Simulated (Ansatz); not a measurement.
Input:

```yaml
crystal:
  lattice:
    - [4.92997, 0.00000, 0.00000]
    - [0.00000, 4.92997, 0.00000]
    - [0.00000, 0.00000, 4.92997]
  atoms:
    - { symbol: Ag, position: [0.50000, 0.50000, 0.00000] }
    - { symbol: Ag, position: [0.00000, 0.50000, 0.50000] }
    - { symbol: Ag, position: [0.50000, 0.00000, 0.50000] }
    - { symbol: S, position: [0.50000, 0.50000, 0.50000] }
    - { symbol: I, position: [0.00000, 0.00000, 0.00000] }
```

A single point on Ag3SI with a change (pressure −2 GPa), its geometry relaxed with PBEsol.

Method: PBEsol (Ansatz, a program for electronic structure), spin-orbit coupling included. Settings: 7×7×7 k-points, 0.05 eV Fermi–Dirac smearing.

Task: Predict the pressure, electron mass and gap character.

Result: 
```json
{
  "pressure": "-2.00 GPa",
  "electron_mass": "0.21 mₑ (at Γ)",
  "gap_character": "indirect, M → Γ"
}
```

Single points use the geometry relaxed with PBEsol. Load acts through the strain it causes; cell and atoms are relaxed under it. Effective masses come from finite differences of ±0.01 Å⁻¹. Whether these cells are dynamically stable was not tested. The cell was made from Ag₃SI in the anti-perovskite structure (space group Pm-3m, No. 221) by this change: pressure −2 GPa.
